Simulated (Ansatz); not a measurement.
The starting structures come from a database of crystals and need not be the phases stable at ambient conditions.

 Where the default PAW files enter, the runs use the earlier of Ansatz's two default sets.

Inside the gap of an insulator the Bloch states are evanescent, with a wavenumber k + iκ along the transport direction.

Data:

```xyz
4
Lattice="3.8860 0.0000 0.0000 -1.9430 3.3654 0.0000 1.9430 1.1218 6.6237" Properties=species:S:1:pos:R:3 pbc="T T T"
Ga     0.0000     2.2436     2.0276
Ga     3.8860     2.2436     4.5961
P      1.9430     3.3654     1.1403
P      1.9430     1.1218     5.4834
```

Space group of this cell: R-3m. The cell is strained (lengths along the current scaled by 1.03, ions clamped); by r2SCAN its mean pressure is -4.4 GPa.

Transport runs along the normal of the first two printed cell vectors, the (001) (indices of the unstrained crystal) plane of the conventional cell.

No gap correction and no spin-orbit coupling; mid-gap values are interpolated between computed energies.

### Question
Estimate the band gap and the smallest decay constant κ at mid-gap that r2SCAN run with Ansatz (a first-principles code) returns for this system.

### Answer
Gap 0.91 eV on a 10×10×10 mesh; κ = 0.077 1/Å, at the zone centre.
